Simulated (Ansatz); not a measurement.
# SrIF (space group P4/nmm, No. 129; a cell from a computed database, its experimental status unchecked; layered, stacked along the Cartesian z axis)

Space group P4/nmm, origin choice 1 (No. 129); a = 4.200 Å, b = 4.200 Å, c = 8.917 Å, α = 90.00°, β = 90.00°, γ = 90.00°

```tsv
atom	site	symmetry	x	y	z
Sr	2c	4mm	0.5000	0.0000	0.1494
I	2c	4mm	0.0000	0.5000	0.3303
F	2a	-4m2	0.0000	0.0000	0.0000
```

All numbers come from PBEsol (Ansatz, a program for electronic structure, PAW, no spin-orbit coupling). Γ-centred 8×8×4 mesh, Fermi–Dirac width 0.05 eV.

| Property | Value |
|---|---|
| Volume per atom | 26.22 Å³ |
| Density | 4.93 g/cm³ |
| Band gap | 4.34 eV, direct at Γ |
| Total energy | -3910.256 eV/atom (σ→0; compares only within this code and set-up) |

Spin-orbit coupling, missing from the scalar runs, can matter with I. Stability against distortions was not tested. No dispersion term is included in the PBEsol runs.
